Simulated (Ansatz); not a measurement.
The starting structures come from a database of crystals and need not be the phases stable at ambient conditions.

 Where the default PAW files enter, the runs use the earlier of Ansatz's two default sets.

Input:

```xyz
12
Lattice="5.4630 -0.0003 -0.0032 0.0004 5.4631 -0.0024 -2.7281 -2.7287 6.0801" Properties=species:S:1:pos:R:3 pbc="T T T"
Mo    -1.3629     2.7337     4.5575
Mo     4.0982     0.0005     1.5170
Pb     1.3685     0.0020     4.5571
Pb     1.3668     2.7321     1.5173
O      2.8167     0.7548     2.5021
O     -0.0814     1.9793     3.5724
O     -0.6088    -1.4470     5.5437
O      3.3441     4.1811     0.5308
O     -2.1162     1.4520     5.5433
O      4.8515     1.2821     0.5312
O     -0.0822    -0.7527     2.5045
O      2.8176     3.4868     3.5700
```

Space group of this cell: I4_1/a. The cell was relaxed by PBE-D3(BJ); by r2SCAN its mean pressure is -2.0 GPa.

Transport runs along the normal of the first two printed cell vectors, the (001) plane of the conventional cell.

The gap is the functional's own, uncorrected, and κ follows it; spin-orbit coupling is left out. Mid-gap values are interpolated between the computed energies.

Problem. Predict the band gap and the smallest decay constant κ at mid-gap from r2SCAN in Ansatz (a first-principles code).

Solution. Gap 3.02 eV on a 6×6×6 mesh; κ = 0.395 1/Å, at the zone centre.
